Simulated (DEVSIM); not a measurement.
**illuminated Si p-on-n cell, one wavelength**

System: illuminated Si p-on-n cell, one wavelength, at 400 K.

| layer (left to right) | material | thickness (μm) | Nd (cm⁻³) | Na (cm⁻³) | τn (s) | τp (s) | absorption coefficient (cm⁻¹) |
|---|---|---|---|---|---|---|---|
| 1 | Si | 0.0500 | - | 4.2e18 | 1.3e-6 | 8e-7 | 110 |
| 2 | Si | 210 | 1.5e15 | - | 1.9e-6 | 1.9e-6 | 110 |

Left contact: ohmic, minority electron recombination velocity 100 cm/s. Right contact: ohmic, minority hole recombination velocity 2e6 cm/s. Voltage is applied to the left contact. Recombination: SRH at mid-gap, radiative, Auger. Light enters at the left, 9.7e17 photons cm⁻² s⁻¹, one pass, no reflection. Mobility is constant in doping.

The device is made up for the run: typed textbook-type constants, with dimensions and the other settings drawn at random. Values at 300 K; Nc and Nv go as T^1.5, mobilities as T to minus their exponent, the gap by Varshni's rule with the affinity fixed.

| parameter | Si |
|---|---|
| gap (eV) | 1.124 |
| affinity (eV) | 4.05 |
| permittivity | 11.7 |
| Nc (cm⁻³) | 2.86e19 |
| Nv (cm⁻³) | 3.1e19 |
| μn (cm²/Vs) | 1417 |
| μp (cm²/Vs) | 470 |
| T exponent of μn | 2.3 |
| T exponent of μp | 2.2 |
| B (cm³/s) | 4.7e-15 |
| Cn (cm⁶/s) | 2.8e-31 |
| Cp (cm⁶/s) | 9.9e-32 |
| Varshni α (eV/K) | 0.000473 |
| Varshni β (K) | 636 |

DEVSIM, 1D drift-diffusion, Boltzmann statistics, complete ionisation; no tunnelling, impact ionisation, image-force lowering or self-heating.

```
Item                                                       Value
---------------------------------------------------  -----------
Potential step across the device at zero bias            0.658 V
Largest field in the device at zero bias             130000 V/cm
Dark forward voltage at 1 A/cm²                          0.507 V
Dark forward voltage at 100 A/cm²                        1.155 V
Short-circuit current                                50.0 mA/cm²
Open-circuit voltage                                     0.307 V
Fill factor                                                 0.65
Largest power                                        9.97 mW/cm²
Share of generated pairs collected at short circuit        0.357
```

Dark forward current:

| V (V) | J (A/cm²) |
|---|---|
| 0.05 | 2.8e-5 |
| 0.10 | 0.00014 |
| 0.15 | 0.00059 |
| 0.20 | 0.0025 |
| 0.30 | 0.038 |
| 0.35 | 0.12 |
| 0.40 | 0.27 |
| 0.45 | 0.54 |
| 0.50 | 0.93 |
| 0.55 | 1.5 |
| 0.60 | 2.3 |
| 0.70 | 5.3 |
| 0.75 | 7.7 |
| 0.80 | 11 |
| 0.85 | 16 |
| 0.90 | 22 |
| 0.95 | 31 |
| 1.05 | 56 |
| 1.10 | 75 |
| 1.15 | 97 |
| 1.20 | 120 |
| 1.25 | 160 |
| 1.30 | 190 |
| 1.35 | 230 |
| 1.45 | 310 |
| 1.50 | 360 |
| 1.55 | 410 |
| 1.60 | 450 |

Current under light (generator sign):

| V (V) | J (mA/cm²) |
|---|---|
| 0.00 | 50.0 |
| 0.02 | 50.0 |
| 0.06 | 49.9 |
| 0.08 | 49.8 |
| 0.12 | 49.6 |
| 0.16 | 49.0 |
| 0.18 | 48.2 |
| 0.20 | 47.0 |
| 0.22 | 44.8 |
| 0.24 | 41.1 |
| 0.26 | 34.8 |
| 0.28 | 24.4 |
| 0.30 | 7.72 |
| 0.32 | -17.5 |
